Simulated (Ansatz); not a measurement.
Results of LC-ωPBE (Ansatz, a quantum-chemistry and plane-wave program, PAW) for C11b WSi2.

Settings: plane-wave cutoff 460 eV, 12×12×12 k mesh, Fermi–Dirac smearing 0.05 eV, no spin polarisation, scalar-relativistic PAW data made under PBE.

Computed at the level's own relaxed cell.

**Question.** Estimate the lattice constant a and c axis length that the calculation returns.

**Answer.** 
lattice constant a: 3.177 Å
c axis length: 7.723 Å

Measured, for comparison: lattice constant a 3.214 Å, lattice parameter c 7.831 Å (temperature not stated, not corrected to a static lattice; as tabulated in Pavlosiuk et al. (2022), arXiv:2202.05362). Computed (rounded) less measured: lattice constant a -1.2 %, lattice parameter c -1.4 %. A static lattice is as a rule a little smaller and stiffer than an uncorrected measurement, which narrows the difference in the lattice constant a, lattice parameter c and would widen misses of the other sign.

Note: the run has no spin polarisation, so it can have missed a magnetic state.

Spin–orbit coupling is not included.

Computing time: about 4 core-hours (a rough figure).
